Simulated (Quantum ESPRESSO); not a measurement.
# Quick settings and what they miss: YB2Pd2C (I4/mmm, 6 atoms in the cell)

Self-consistent single point.

```
CELL_PARAMETERS angstrom
     -1.85651     1.85651     5.26986
      1.85651    -1.85651     5.26986
      1.85651     1.85651    -5.26986
ATOMIC_POSITIONS crystal
  Y  0.50000 0.50000 0.00000
  B  0.13717 0.13717 0.00000
  B  0.86283 0.86283 0.00000
  Pd 0.75000 0.25000 0.50000
  Pd 0.25000 0.75000 0.50000
  C  0.00000 0.00000 0.00000
```

Computed with PBEsol, GBRV 1.5 ultrasoft (PBESOL) pseudopotentials (plane waves; Quantum ESPRESSO 7.5).

Base settings: ecutwfc = 40 Ry; ecutrho = 320 Ry; occupations = smearing; smearing = cold; degauss = 0.019992 Ry; K_POINTS = automatic 8 8 8 0 0 0; conv_thr = 1e-11 Ry.

Tight run (finer mesh or higher cutoff; not a proven limit): ecutwfc: 40 Ry → 56 Ry; ecutrho: 320 Ry → 448 Ry; conv_thr: 1e-11 Ry → 7.3e-11 Ry; K_POINTS: automatic 8 8 8 0 0 0 → automatic 11 11 11 0 0 0. It gave Fermi level (on the code's own zero) 15.71 eV; pressure 5.82 GPa; largest force (vector length) 0.691 eV/Å.

Quick runs, as changes from the base:
- A: the base itself
- B: ecutwfc: 40 Ry → 20 Ry; ecutrho: 320 Ry → 160 Ry; smearing: cold → fd; degauss: 0.019992 Ry → 0.0099958 Ry; pseudopotentials: {Y: y_pbesol_v1.4.uspp.F.UPF, B: b_pbesol_v1.4.uspp.F.UPF, Pd: pd_pbesol_v1.4.uspp.F.UPF, C: c_pbesol_v1.2.uspp.F.UPF} → {Y: y_lda_v1.4.uspp.F.UPF, B: b_lda_v1.4.uspp.F.UPF, Pd: pd_lda_v1.4.uspp.F.UPF, C: c_lda_v1.2.uspp.F.UPF}; K_POINTS: automatic 8 8 8 0 0 0 → automatic 4 4 4 0 0 0 [LDA (PZ)]
- C: ecutwfc: 40 Ry → 32 Ry; ecutrho: 320 Ry → 256 Ry; K_POINTS: automatic 8 8 8 0 0 0 → automatic 2 2 2 1 1 1
- D: ecutwfc: 40 Ry → 20 Ry; ecutrho: 320 Ry → 160 Ry; smearing: cold → fd; conv_thr: 1e-11 Ry → 7.3e-05 Ry
- E: ecutwfc: 40 Ry → 28 Ry; ecutrho: 320 Ry → 224 Ry; smearing: cold → fd; K_POINTS: automatic 8 8 8 0 0 0 → automatic 4 4 4 1 1 1
- F: ecutwfc: 40 Ry → 24 Ry; ecutrho: 320 Ry → 192 Ry; degauss: 0.019992 Ry → 0.0147 Ry; K_POINTS: automatic 8 8 8 0 0 0 → automatic 6 6 6 0 0 0

Energies are extrapolated to zero smearing width, which holds to low order in the width alone (under cold and Methfessel-Paxton smearing the free energy itself is taken).

Dashes: energy of B, another energy zero; time of B, C, E, under 30 s; pressure of D, not trusted under this conv_thr with d or f elements.

† marks runs with another functional, U, potentials or spin treatment: their distance from the tight run is not a convergence error alone.

The count of work is k-points × plane waves × bands × iterations; it is no time. Core times come from one kind of shared machine and are given to one figure; runs under 30 s give none.

The starting cell comes from a database of computed structures (which also holds hypothetical and non-ambient phases and stackings), without a prior relaxation at this level. Its lattice was rescaled by a random factor within 2.5 % of one. Spin polarisation is off. In the base run, with a pressure of about 6 GPa the cell is away from its equilibrium volume at this level.

```
run  energy less tight (meV/atom)  pressure less tight (GPa)  largest miss in a force vector (eV/Å)  count of work / tight  core time / tight (rough)
---  ----------------------------  -------------------------  -------------------------------------  ---------------------  -------------------------
A                             6.5                       0.04                                  0.021                   0.26                        0.3
B†                              –                    -291.03                                  0.298                  0.024                          –
C                            -8.0                      -5.72                                  0.034                  0.010                          –
D                          5257.2                          –                                  0.283                  0.061                       0.06
E                           304.3                     -29.90                                  0.009                  0.033                          –
F                          1375.9                    -103.19                                  0.079                  0.068                       0.08
```

Among the runs at the tight run's level, the energy misses run from 6.5 to 5257.2 meV/atom.
